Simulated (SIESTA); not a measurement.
Input and output of a relaxation of the atoms for CsHO (Cm, 6 atoms in the cell) (SIESTA).

Computed with LDA PW92, numerical atomic orbitals DZP, PseudoDojo LDA standard norm-conserving potentials (rewritten from UPF to PSML) in SIESTA.

The change in words: one atom moved by 0.15 angstrom; MD.TypeOfRun: default → FIRE; MD.Steps: default → 40; MD.MaxForceTol: default → 0.05 eV/Ang. Reference geometry:
```
CsHO
1.0
    2.15466    -5.67426     0.00000
    2.15466     5.67426     0.00000
    0.00000     0.00000     4.49076
Cs H O
2 2 2
Cartesian
  2.15466  -4.10397   3.30830
  2.15466   4.10397   1.06292
  2.15466  -0.37461   2.72858
  2.15466   0.37461   0.48321
  2.15466  -1.04021   3.43732
  2.15466   1.04021   1.19194
```

Reference input (self-consistent single point, DFT, LDA PW92, numerical atomic orbitals DZP, PseudoDojo LDA standard norm-conserving potentials (rewritten from UPF to PSML)): XC.functional = LDA; XC.authors = PW92; potentials = PseudoDojo LDA standard; PAO.BasisSize = DZP; PAO.EnergyShift = 0.01 Ry; MeshCutoff = 300 Ry; kgrid.MonkhorstPack = 6 6 6; OccupationFunction = FD; ElectronicTemperature = 10 K; MaxSCFIterations = 150; SCF.Mixer.Method = Pulay; SCF.Mixer.Weight = 0.2. This run's input differs from it in these lines:

```diff
@@ -19,3 +19,3 @@
 %block AtomicCoordinatesAndAtomicSpecies
-     2.154662000   -4.103966011    3.308295774  1
+     2.154662000   -4.103966011    3.458296040  1
      2.154662000    4.103966011    1.062917274  1
@@ -46,2 +46,5 @@
 Diag.ParallelOverK           true
+MD.TypeOfRun                 FIRE
+MD.Steps                     40
+MD.MaxForceTol               0.05 eV/Ang
 WriteForces                  true
```

Output, abridged:

```
        iscf     Eharris(eV)        E_KS(eV)     FreeEng(eV)     dDmax    Ef(eV) dHmax(eV)
   scf:    1    -2185.662442    -2199.824495    -2199.824495  0.697226 -5.533720 11.887003
   scf:    2    -2206.937167    -2203.868597    -2203.868597  0.183687 -5.333948  5.630129
   scf:    3    -2205.169594    -2205.039531    -2205.039531  0.232735 -6.084135  0.785214
   scf:    4    -2204.997560    -2205.093171    -2205.093171  0.075597 -6.357215  1.193915
   scf:    5    -2205.067815    -2205.128986    -2205.128986  0.089276 -4.833830  0.699172
   [... 4 lines left out ...]
   scf:   10    -2205.150737    -2205.150737    -2205.150737  0.000104 -4.770825  0.000294
   scf:   11    -2205.150737    -2205.150737    -2205.150737  0.000071 -4.770698  0.000103
   scf:   12    -2205.150737    -2205.150737    -2205.150737  0.000016 -4.770628  0.000019
   scf:   13    -2205.150737    -2205.150737    -2205.150737  0.000003 -4.770625  0.000008
SCF Convergence by DM+H criterion
max |DM_out - DM_in|         :     0.0000027240
max |H_out - H_in|      (eV) :     0.0000078613
SCF cycle converged after 13 iterations

Using DM_out to compute the final energy and forces

siesta: E_KS(eV) =            -2205.1507

siesta: E_KS - E_eggbox =     -2205.1507

siesta: Atomic forces (eV/Ang):
     1   -0.000000   -0.288740   -0.164259
   [... lines left out ...]
outcell: Cell volume (Ang**3)        :    109.8090
        iscf     Eharris(eV)        E_KS(eV)     FreeEng(eV)     dDmax    Ef(eV) dHmax(eV)
siesta: FreeEng =     -2205.298621
   [... lines left out ...]
siesta:      1    0.000000    0.071740    0.063339
siesta:      2   -0.000000   -0.063305   -0.036831
siesta:      3   -0.000000    0.005474    0.139245
siesta:      4   -0.000000   -0.025490    0.111016
siesta:      5    0.000000    0.104357   -0.117664
siesta:      6    0.000000   -0.093871   -0.159241
siesta: ----------------------------------------
siesta:    Tot   -0.000000   -0.001095   -0.000135

siesta: Stress tensor (static) (eV/Ang**3):
siesta:     0.015969   -0.000000   -0.000000
siesta:    -0.000000    0.005214   -0.000561
siesta:    -0.000000   -0.000561    0.004113

siesta: Cell volume =        109.809019 Ang**3

siesta: Pressure (static):
siesta:                Solid            Molecule  Units
siesta:          -0.00009184         -0.00006633  Ry/Bohr**3
siesta:          -0.00843202         -0.00609046  eV/Ang**3
siesta:         -13.50957951         -9.75799217  kBar
```

The relaxation ended unconverged. 

The starting cell comes from a database of computed structures (which also holds hypothetical and non-ambient phases and stackings), without a prior relaxation at this level. Its lattice was rescaled by up to half a per cent. For this run, on top of that: one atom moved by 0.15 angstrom. Values carry the incompleteness of an atom-centred basis.

Cost on one core of a shared machine: roughly 20 min.
